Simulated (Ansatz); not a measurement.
Input:

```xyz
2
Lattice="3.7270 0.0000 0.0000 1.8635 3.2277 0.0000 1.8635 -1.0759 2.9282" Properties=species:S:1:pos:R:3 pbc="T T T"
Se     3.7270     2.1518     0.7195
Be     0.0000     0.0000     0.0125
```

No spin polarisation.

All numbers come from PBEsol (Ansatz, an electronic-structure program, PAW, no SOC), earlier PAW set. Γ-centred 11×11×11 mesh, Fermi–Dirac width 0.05 eV.

Problem. What is the computed band gap?

Solution. 2.37 eV.

Problem. Estimate the valence-band top at Γ (three highest levels, from the VBM).

Solution. 0.00, -0.25, -0.25 eV.

Problem. What gap character does the calculation give?

Solution. Indirect, Γ → F.

Problem. What is the computed pressure (mean of the normal stresses, compression positive)?

Solution. -31.3 kbar.

The cells carry an imposed strain or load. Whether these cells are dynamically stable was not tested. The cell was made from BeSe in the zinc blende structure (space group F-43m, No. 216) by this change: biaxial strain +2.77 %, plane normal [111], relaxed out of plane.
